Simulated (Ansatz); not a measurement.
Base system: GaAs in the zinc blende structure (space group F-43m, No. 216; a = 5.6656 Å). Axes: x, y, z lie along the cube axes.

Modification: uniaxial stress, 8 GPa tension along z; all other stress components relax to zero.

Levels (all Ansatz, a program for electronic structure, PAW, earlier PAW set): r2SCAN (500 eV, no spin-orbit coupling); HSE06 (420 eV, no spin-orbit coupling); HSE06+SOC (420 eV, noncollinear with spin-orbit coupling).

At the geometry relaxed with r2SCAN, these levels gave the following band gaps, in shuffled order: (a) 0.58 eV, (b) 0.33 eV, (c) 0.70 eV.

**Question.** Match each gap to its level.

**Answer.** (a) HSE06+SOC; (b) r2SCAN; (c) HSE06.

Single points use the geometry relaxed with r2SCAN. The spin-orbit shifts are approximate. Load acts through the strain it causes; cell and atoms are relaxed under it. Stability under load was not tested beyond the relaxation.
